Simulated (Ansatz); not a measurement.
# Input and output of a self-consistent single point for VPO₄ (Cmcm, 12 atoms in the cell) (Ansatz)

Method of the run: LDA (PW92)+U, default PAW files made with PBE (plane waves; Ansatz, a first-principles code).

The input file:

Ansatz 0.2 input:
```yaml
# VPO4
crystal:
  lattice:
    - [2.615800, -3.886900, 0.000000]
    - [2.615800, 3.886900, 0.000000]
    - [0.000000, 0.000000, 6.284700]
  atoms:
    - { symbol: O, position: [0.755100, 0.244900, 0.048900] }
    - { symbol: O, position: [0.244900, 0.755100, 0.548900] }
    - { symbol: O, position: [0.244900, 0.755100, 0.951100] }
    - { symbol: O, position: [0.755100, 0.244900, 0.451100] }
    - { symbol: V, position: [0.000000, 0.000000, 0.000000], spin: 2.0 }
    - { symbol: V, position: [0.000000, 0.000000, 0.500000], spin: 2.0 }
    - { symbol: O, position: [0.775600, 0.711800, 0.250000] }
    - { symbol: O, position: [0.224400, 0.288200, 0.750000] }
    - { symbol: O, position: [0.711800, 0.775600, 0.750000] }
    - { symbol: O, position: [0.288200, 0.224400, 0.250000] }
    - { symbol: P, position: [0.649000, 0.351000, 0.250000] }
    - { symbol: P, position: [0.351000, 0.649000, 0.750000] }
basis:
  ecutwfc: 420.0
kpoints:
  mp_grid:
    grid: [4, 4, 3]
hamiltonian:
  xc: lda
  pseudopotentials:
    kind: paw
  hubbard:
    sites:
      - { species: V, l: d, u_eff: 3.25 }
magnetization:
  spin_polarized: true
scf:
  occupations:
    method: gaussian
    width: 0.136
output:
  forces: true
  eigenvalues: true
  stress: true
```

The program printed (abridged):

```
WARN ansatz: RAYON_NUM_THREADS=1 ignored (pool sized by the plan → 1); use --threads N
O: projections on atomic orbitals take those of the free atom [He] 2s2 2p4, of charge +0.00 (hamiltonian.pseudopotentials.projection_atoms) …
V: projections on atomic orbitals take those of the free atom [Ne] 3s2 3p6 3d3 4s2, of charge +0.00 (hamiltonian.pseudopotentials.projection_atoms) …
P: projections on atomic orbitals take those of the free atom [Ne] 3s2 3p3, of charge +0.00 (hamiltonian.pseudopotentials.projection_atoms) …
Pseudopotentials: kind: paw
Pseudopotential: O, paw, valence charge 6
Pseudopotential: V, paw, valence charge 13
Pseudopotential: P, paw, valence charge 5
Crystal: 12 atoms, lattice volume = 127.798 Å³
Basis set: ecut = 420 eV, 2473 PW (Γ)
Bands: 56, of which v1, the nominal top of the filled ones, is band 42 counted from 1 (41 counted from 0)
Symmetry: 8 space group operations
Space group: Cmcm (ITA 63), of the structure as read, at distance tolerance 5.0e-5 Å
Magnetic group: BNS 63.457 (UNI 555), of the structure as read, at distance tolerance 5.0e-5 Å
k-points: 14 of 48
PAW frozen core: O, regenerated for the run's functional, and the local potential with it
PAW frozen core: V, regenerated for the run's functional, and the local potential with it
PAW frozen core: P, regenerated for the run's functional, and the local potential with it
Initial density: superposition of atomic densities (chi_scale 0.1, normalization cell, long waves kept (reshape's long-wave potential 0.04 eV rms))
Starting moments: Σ|m| = 4 μB on 2 of 12 sites
Initial wavefunctions: pseudopotential atomic-orbital guess
Eigensolver: davidson
Functional: x = slater, c = lda
SCF iter   1: F=—  HF=-11622.676453 eV  |F-HF|=—  |Δ(HF+E_count)|=         —  Δρ=8.83e-2 (↑8.83e-2 ↓5.47e-2)  dr2=3.60e1  dr2_m=1.03e0  M=4.000 μB ∫|m|=5.930 μB  β_m=1.00  ethr=3.10e-3  ⟨swp⟩=7.0  Hψ=6816  notcnv=0  defer=12
all-band conjugate gradients solve this SCF's bands
preconditioner: auto → Kerker (q_TF=auto, 2.544 Å⁻¹)
spin=Collinear: Kerker preconditioning applied to the charge; magnetization (m = ρ↑ − ρ↓) channel mixes plain (no charge-response kernel on spin).
SCF iter   2: F=—  HF=-11618.899480 eV  |F-HF|=—  |Δ(HF+E_count)|=    3.78e0  Δρ=3.94e-2 (↑3.94e-2 ↓3.46e-2)  dr2=9.13e0  dr2_m=1.16e-1  M=4.000 μB ∫|m|=5.284 μB  β_m=0.30  ethr=3.10e-3  ⟨swp⟩=3.1  Hψ=3296  notcnv=0  defer=210
SCF iter   3: F=—  HF=-11617.722611 eV  |F-HF|=—  |Δ(HF+E_count)|=    1.18e0  Δρ=2.70e-2 (↑2.70e-2 ↓1.98e-2)  dr2=2.88e0  dr2_m=1.64e-1  M=4.000 μB ∫|m|=5.025 μB  β_m=0.30  ethr=3.10e-3  ⟨swp⟩=2.5  Hψ=2570  notcnv=0  defer=211
   [... lines left out ...]
SCF iter  13: F=—  HF=-11618.158076 eV  |F-HF|=—  |Δ(HF+E_count)|=   1.20e-5  Δρ=8.07e-5 (↑8.07e-5 ↓6.62e-5)  dr2=1.79e-5  dr2_m=1.73e-6  M=4.000 μB ∫|m|=4.294 μB  β_m=0.79  ethr=1.05e-7  ⟨swp⟩=2.0  Hψ=2294  notcnv=0  defer=202
SCF iter  14: F=—  HF=-11618.158073 eV  |F-HF|=—  |Δ(HF+E_count)|=   2.64e-6  Δρ=1.85e-5 (↑1.85e-5 ↓1.48e-5)  dr2=2.94e-6  dr2_m=1.91e-8  M=4.000 μB ∫|m|=4.293 μB  β_m=0.89  ethr=2.13e-8  ⟨swp⟩=2.0  Hψ=2249  notcnv=0  defer=202
SCF iter  15: F=—  HF=-11618.158072 eV  |F-HF|=—  |Δ(HF+E_count)|=   7.06e-7  Δρ=4.98e-6 (↑4.98e-6 ↓4.23e-6)  dr2=1.62e-7  dr2_m=5.21e-9  M=4.000 μB ∫|m|=4.293 μB  β_m=0.95  ethr=3.50e-9  ⟨swp⟩=2.1  Hψ=2033  notcnv=0  defer=202
SCF iter  16: F=-11618.158072 eV  HF=-11618.158072 eV  |F-HF|=1.96e-8  |Δ(HF+E_count)|=   1.38e-8  Δρ=2.42e-6 (↑2.42e-6 ↓1.87e-6)  dr2=3.11e-8  dr2_m=4.24e-10  M=4.000 μB ∫|m|=4.293 μB  ethr=1.19e-10  ⟨swp⟩=15.3  Hψ=8300  notcnv=0
SCF 1 converged in 16 iterations: F = -11618.158072 eV  dr2 = 3.11e-8
Crystal: 12 atoms, lattice volume = 127.798 Å³
Symmetry: 4 space group operations
k-points: 20 of 48
Initial density: read from a saved state, or passed on in memory by an earlier SCF of this step, an earlier step, the calling program or the single point that …
Starting moments: Σ|m| = 4 μB on 2 of 12 sites; this step starts from the density that it was given
Initial wavefunctions: those read from a saved state, or passed on in memory by an earlier step or the calling program
iter 1 solved again at ethr=3.70e-11 eV; its pass at ethr=1.19e-6 eV (dr2=3.10e-8 eV) is discarded
SCF iter   1: F=—  HF=-11618.158072 eV  |F-HF|=—  |Δ(HF+E_count)|=         —  Δρ=2.42e-6 (↑2.42e-6 ↓1.87e-6)  dr2=3.10e-8  dr2_m=4.24e-10  M=4.000 μB ∫|m|=4.293 μB  ethr=3.70e-11  ⟨swp⟩=1.0  Hψ=10411  notcnv=0
preconditioner: auto → Resta (q_TF=auto, 2.544 Å⁻¹)
spin=Collinear: Resta preconditioning applied to the charge; magnetization (m = ρ↑ − ρ↓) channel mixes plain (no charge-response kernel on spin).
SCF iter   2: F=—  HF=-11618.158068 eV  |F-HF|=—  |Δ(HF+E_count)|=   4.22e-6  Δρ=5.38e-5 (↑5.38e-5 ↓2.17e-5)  dr2=3.19e-6  dr2_m=4.34e-7  M=4.000 μB ∫|m|=4.294 μB  ethr=1.19e-6  ⟨swp⟩=1.0  Hψ=6120  notcnv=0
SCF iter   3: F=—  HF=-11618.158072 eV  |F-HF|=—  |Δ(HF+E_count)|=   3.93e-6  Δρ=9.54e-6 (↑9.54e-6 ↓5.46e-6)  dr2=2.61e-7  dr2_m=1.16e-8  M=4.000 μB ∫|m|=4.293 μB  ethr=8.14e-9  ⟨swp⟩=1.0  Hψ=4640  notcnv=0
SCF iter   4: F=-11618.158072 eV  HF=-11618.158072 eV  |F-HF|=2.04e-9  |Δ(HF+E_count)|=   2.78e-7  Δρ=1.17e-6 (↑1.17e-6 ↓7.50e-7)  dr2=3.16e-9  dr2_m=2.50e-10  M=4.000 μB ∫|m|=4.293 μB  ethr=1.19e-10  ⟨swp⟩=1.0  Hψ=4640  notcnv=0
an SCF along what the orbitals of the run's state read of its open shells (or to have them read …
   [... lines left out ...]
Crystal: 12 atoms, lattice volume = 127.798 Å³
preconditioner: auto → Resta (q_TF=auto, 2.544 Å⁻¹)
spin=Collinear: Resta preconditioning applied to the charge; magnetization (m = ρ↑ − ρ↓) channel mixes plain (no charge-response kernel on spin).
WARN: an SCF from antiferromagnetic starting moments (0.00, 0.00, 0.00, 0.00, -2.00, 2.00, 0.00, 0.00, 0.00, 0.00, 0.00, 0.00 Bohr magnetons, atom by atom) was …
Absolute magnetization: 4.2990 μB (∫|ρ↑−ρ↓|, with the PAW one-centre terms)
Free energy (F): -11618.158072 eV
Fermi energy:    8.205603 eV
   [... lines left out ...]
       -4.105866      -0.000000       0.000000
       -0.000000      -3.231288      -0.000000
        0.000000      -0.000000      -1.008385
  P = ⅓ Tr σ = -2.7818 GPa (-27.818 kbar)
  The stress holds the Pulay correction. Without it, at fixed plane waves, as pw.x and ABINIT print it: P = -3.8183 GPa
--- Band table (eV; the first three rows and the last of 28) ---
  k-point 0 ↑: bands = ["-57.0988", "-57.0902", "-31.3802", "-31.3687", "-31.3580", "-31.3514", "-31.0467", "-30.9262", "-14.2933", "-13.7264", "-11.5288", "-11.3632", "-11.3217", "-11.2129", "-11.0791", "-10.8739", "-2.5795", "-1.4908", "0.1359", [...]
  k-point 1 ↑: bands = ["-57.0964", "-57.0920", "-31.3746", "-31.3641", "-31.3635", "-31.3555", "-31.0175", "-30.9572", "-14.1705", "-13.8913", "-11.3698", "-11.3520", "-11.3313", "-11.2098", "-11.0867", "-10.9907", "-2.3308", "-1.7916", "0.3465", [...]
  k-point 2 ↑: bands = ["-57.0989", "-57.0901", "-31.3805", "-31.3691", "-31.3582", "-31.3518", "-31.0467", "-30.9262", "-14.1424", "-13.7446", "-11.5456", "-11.4378", "-11.3843", "-11.2127", "-11.1135", "-10.9638", "-2.0552", "-1.4274", "0.1153", [...]
  k-point 13 ↓: bands = ["-55.2230", "-55.2176", "-29.7742", "-29.7658", "-29.6932", "-29.6798", "-28.8411", "-28.7701", "-13.8143", "-13.7925", "-11.5032", "-11.4092", "-11.3652", "-11.3609", "-11.2399", "-11.1141", "-1.6582", "-1.4813", "0.0302", [...]
Occupation matrices written to occupation_matrices
```

The run converged in 24 iterations.

The starting cell comes from a database of published, mostly measured structures (it also holds non-ambient and calculated ones), without a prior relaxation at this level. The magnetic order is the one reached from the typed start; others were not searched systematically. With U or open f shells several self-consistent states can exist. The program warned that, by what it read of turns of the moments, another magnetic order lies lower. Ansatz's pressure includes its estimate of the finite-basis (Pulay) stress. Without the estimate this run gives -3.82 GPa.

These are the values that this program gave, and no reference: magnets with a U can end in a higher state.

Cost on one core of a shared machine: roughly 80 s.
